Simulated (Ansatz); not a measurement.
NH2 on the 1x1 (110) surface of 3C silicon carbide (cut with top plane C + Si), one in a 2x2 cell, started at the site 'bridge C-Si (span 3.9 Å)'

Host crystal: 3C silicon carbide, with a band gap (PBE, scalar-relativistic without spin-orbit coupling).

Level of theory: r2SCAN, at the PBE geometry and the start's symmetry (plane waves to 500 eV, PAW; Ansatz, a program for electronic structure).

Model: 51-atom slab, 7.7 Å thick at the start under the adsorbate (thin: gaps and levels are the slab's own), 3x3x1 mesh, Fermi-Dirac 0.01 eV, dipole correction, single point; no symmetry held, on the structure that PBE left; spin-polarised, ending with about 1.0 μB a cell; orders that need a larger cell were not tried, no spin-orbit, no U, no dispersion correction. The program's check for a lower electronic state was not made. At the end it is bonded to Si. In PBE it is, or lies within 0.03 eV of, the lowest of the starts that converged; the order may differ at this level.

```json
{
  "adsorption energy against NH3(g) − ½ H2(g) at the same level": "-0.89 eV",
  "change_of_the_step_from_the_bottom_to_the_top_vacuum_level_against_the_clean_slab": "-0.21 eV",
  "height of the binding atom over the mean of the host atoms within 0.3 Å of the top one": "1.631 Å",
  "magnetic_moment_of_the_cell": "1.00 μB",
  "nearest_host_atoms_of_the_binding_atom": "Si at 1.72 Å, C at 2.92 Å, C at 2.93 Å",
  "note": "in the relaxation the adsorbate left its starting site by 1.1 Å",
  "cost": "about 8 core-minutes (a rough figure)"
}
```

A negative adsorption energy means that the adsorbate is more stable on the surface than in its reference.
